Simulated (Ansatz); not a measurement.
## Band gap of C (model structure, P4₂/ncm, No. 138, 12 atoms in the cell) at several levels of theory

No measured value is used here.

```csv
level (code),value (eV),cell (Å³/atom)
LDA (Ansatz),3.59 (indirect),5.76
PBEsol (Ansatz),3.58 (indirect),5.87
r²SCAN (Ansatz),3.99 (indirect),5.90
r²SCAN+rVV10 (Ansatz),3.96 (indirect),5.89
HSE06 (Ansatz),…,5.87
```

Fill in the missing entries.


- HSE06 (Ansatz, a program for electronic structure), value (eV): 4.88 (indirect)

Computed values are for a static lattice.  Values are at the level's own equilibrium cell; HSE06 at the PBEsol cell. Cutoffs and k meshes differ between the levels. Ansatz's density-functional and Hartree–Fock values are scalar-relativistic unless marked +SOC, with PAW data made under PBE.

A model structure was made by putting elements into a prototype or built by hand; it is no filed structure, need not be a known phase, and can be a saddle point held by its symmetry.
